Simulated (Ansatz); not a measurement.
Habitual settings against a tight run: MgRh (Pm-3m, 2 atoms in the cell)

Self-consistent single point.

```xyz
2
Lattice="3.0106 0.0000 0.0000 0.0000 3.0106 0.0000 0.0000 0.0000 3.0106" Properties=species:S:1:pos:R:3 pbc="T T T"
Mg     0.0000     0.0000     0.0000
Rh     1.5053     1.5053     1.5053
```

Method: LDA (PW92), default PAW files made with PBE (plane waves; Ansatz, a quantum-chemistry and plane-wave program).

Base settings: basis.ecutwfc = 420 eV; kpoints.mp_grid.grid = 11 11 11; hamiltonian.xc = lda; hamiltonian.pseudopotentials = {kind: paw} (the program's default PAW files); scf.occupations.method = cold; scf.occupations.width = 0.136 eV.

Tight run (finer mesh or higher cutoff; not a proven limit): basis.ecutwfc: 420 eV → 590 eV; kpoints.mp_grid.grid: 11 11 11 → 15 15 15; scf.convergence.dr2_threshold: default (1e-07 eV) → 1e-09 eV. It gave Fermi level (on the code's own zero) 15.21 eV; pressure 5.45 GPa.

Quick runs, as changes from the base:
- A: the base itself
- B: basis.ecutwfc: 420 eV → 210 eV; kpoints.mp_grid.grid: 11 11 11 → 8 8 8; hamiltonian.xc: lda → pbesol; kpoints.mp_grid.shift: default → 0.5 0.5 0.5 [PBEsol]
- C: basis.ecutwfc: 420 eV → 250 eV; kpoints.mp_grid.grid: 11 11 11 → 3 3 3; scf.occupations.method: cold → gaussian; scf.convergence.dr2_threshold: default (1e-07 eV) → 0.0001 eV
- D: basis.ecutwfc: 420 eV → 295 eV; kpoints.mp_grid.grid: 11 11 11 → 4 4 4; hamiltonian.xc: lda → pbesol; scf.convergence.dr2_threshold: default (1e-07 eV) → 0.0001 eV [PBEsol]
- E: basis.ecutwfc: 420 eV → 295 eV; kpoints.mp_grid.grid: 11 11 11 → 8 8 8
- F: basis.ecutwfc: 420 eV → 210 eV; kpoints.mp_grid.grid: 11 11 11 → 2 2 2; hamiltonian.xc: lda → pbesol; scf.occupations.method: cold → fermi_dirac; scf.occupations.width: 0.136 eV → 0.5 eV [PBEsol]

Energies are extrapolated to zero smearing width, which holds to low order in the width alone.

Dashes: energy of B, D, F, another energy zero.

† marks runs with another functional, U, potentials or spin treatment: their distance from the tight run is not a convergence error alone.

The count of work is k-points × plane waves × bands × iterations; it is no time. 

Pressures in the table are Ansatz's without its Pulay estimate, at a fixed set of plane waves; the tight run's value above holds the estimate.

The starting cell comes from a database of computed structures (which also holds hypothetical and non-ambient phases and stackings), without a prior relaxation at this level. Its lattice was rescaled by a random factor within 2.5 % of one. Spin polarisation is off. In the base run, with a pressure of about 5 GPa the cell is away from its equilibrium volume at this level.

```
run  energy less tight (meV/atom)  pressure less tight (GPa)  count of work / tight
---  ----------------------------  -------------------------  ---------------------
A                             1.9                      -0.04                   0.22
B†                              –                    -249.62                  0.039
C                           988.1                     -70.11                 0.0093
D†                              –                     -10.43                  0.019
E                           145.7                     -14.00                  0.083
F†                              –                    -236.26                 0.0086
```

Among the runs at the tight run's level, the energy misses run from 1.9 to 988.1 meV/atom.

Keys are those of Ansatz 0.2.
